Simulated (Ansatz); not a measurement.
Ansatz (a quantum-chemistry and plane-wave program) run on Ti3Sn (P1, 4 atoms in the cell): self-consistent single point.

Method of the run: PBEsol, PAW files made with PBE (plane waves; Ansatz).

The change in words: lattice scaled by 0.98. Reference geometry:
```xyz
4
Lattice="4.1569 0.0000 0.0000 0.0000 4.1569 0.0000 0.0000 0.0000 4.1569" Properties=species:S:1:pos:R:3 pbc="T T T"
Ti     2.0511     2.0538     0.0110
Ti     0.0073     2.0717     2.0258
Ti     2.1370     0.0605     2.1238
Sn    -0.0385    -0.0290    -0.0036
```

Reference input (self-consistent single point, DFT, PBEsol, plane waves, PAW files made with PBE): basis.ecutwfc = 30.9 Ry; kpoints.mp_grid.grid = 5 5 5; hamiltonian.xc = pbesol; hamiltonian.pseudopotentials = {kind: paw} (the program's default PAW files); scf.occupations.method = fermi_dirac; scf.occupations.width = 0.01 Ry. This run's input differs from it in these lines:

```diff
@@ -3,5 +3,5 @@
   lattice:
-    - [4.156930, 0.000000, 0.000000]
-    - [0.000000, 4.156930, 0.000000]
-    - [0.000000, 0.000000, 4.156930]
+    - [4.073791, 0.000000, 0.000000]
+    - [0.000000, 4.073791, 0.000000]
+    - [0.000000, 0.000000, 4.073791]
   atoms:
```

Output (repeated stretches shortened):

```
SCF iter   1: F=—  HF=-13374.144613 eV  |F-HF|=—  |Δ(HF+E_count)|=         —  Δρ=5.07e-2  dr2=3.45e0  ethr=3.10e-3  ⟨swp⟩=4.7  Hψ=7052  notcnv=0
all-band conjugate gradients solve this SCF's bands
preconditioner: auto → Kerker (q_TF=auto, 2.594 Å⁻¹)
SCF iter   2: F=—  HF=-13373.328530 eV  |F-HF|=—  |Δ(HF+E_count)|=   8.16e-1  Δρ=2.94e-2  dr2=1.35e0  ethr=3.10e-3  ⟨swp⟩=2.0  Hψ=3654  notcnv=0
   [... lines left out ...]
SCF iter   5: F=—  HF=-13372.861178 eV  |F-HF|=—  |Δ(HF+E_count)|=   2.48e-4  Δρ=3.38e-4  dr2=7.06e-5  ethr=1.84e-6  ⟨swp⟩=2.0  Hψ=2666  notcnv=0
SCF iter   6: F=—  HF=-13372.861161 eV  |F-HF|=—  |Δ(HF+E_count)|=   1.72e-5  Δρ=9.07e-5  dr2=5.54e-6  ethr=1.41e-7  ⟨swp⟩=3.0  Hψ=3868  notcnv=0
SCF iter   7: F=—  HF=-13372.861159 eV  |F-HF|=—  |Δ(HF+E_count)|=   1.44e-6  Δρ=2.16e-5  dr2=3.21e-7  ethr=1.11e-8  ⟨swp⟩=3.0  Hψ=4046  notcnv=0
SCF iter   8: F=-13372.861159 eV  HF=-13372.861159 eV  |F-HF|=7.38e-9  |Δ(HF+E_count)|=   8.67e-8  Δρ=4.64e-6  dr2=1.45e-8  ethr=2.00e-10  ⟨swp⟩=6.8  Hψ=8264  notcnv=0
SCF 1 converged in 8 iterations: F = -13372.861159 eV  dr2 = 1.45e-8
Free energy (F): -13372.861159 eV
Internal energy: -13372.513251 eV  (E = F + TS)
E sigma→0 (E₀):  -13372.687205 eV
Entropy (-TS):   -0.347908 eV (-86.977 meV/atom)
Fermi energy:    14.899352 eV
--- Forces (eV/Å), atoms counted from 1 ---
  atom   1  Ti     0.22423952     0.18864069    -0.07188039
  atom   2  Ti    -0.01653851    -0.01425344     0.58617313
  atom   3  Ti    -0.75722325    -0.39499438    -0.53996837
  atom   4  Sn     0.54949150     0.22058092     0.02567165
--- Stress (GPa, compression-positive) ---
        4.457192      -0.057161       0.393876
       -0.057162       4.248005      -0.125364
        0.393876      -0.125364       4.761449
  P = ⅓ Tr σ = 4.4889 GPa (44.889 kbar)
  The stress holds the Pulay correction. Without it, at fixed plane waves, as pw.x and ABINIT print it: P = 4.4615 GPa
```

The run converged in 8 iterations. Against the reference run the free energy rises by 3.8 meV/atom, the pressure goes from -2.96 to 4.49 GPa and the largest force goes from 0.854 to 1.010 eV/Å.

The starting cell comes from a database of computed structures (which also holds hypothetical and non-ambient phases and stackings), without a prior relaxation at this level. Its atoms were displaced at random from the sites of space group no. 221. For this run, on top of that: lattice scaled by 0.98. Spin polarisation is off. With a pressure of about 4 GPa the cell is away from its equilibrium volume at this level. Forces in this geometry exceed 1 eV/Å. Ansatz's pressure includes its estimate of the finite-basis (Pulay) stress.

Keys are those of Ansatz 0.2.
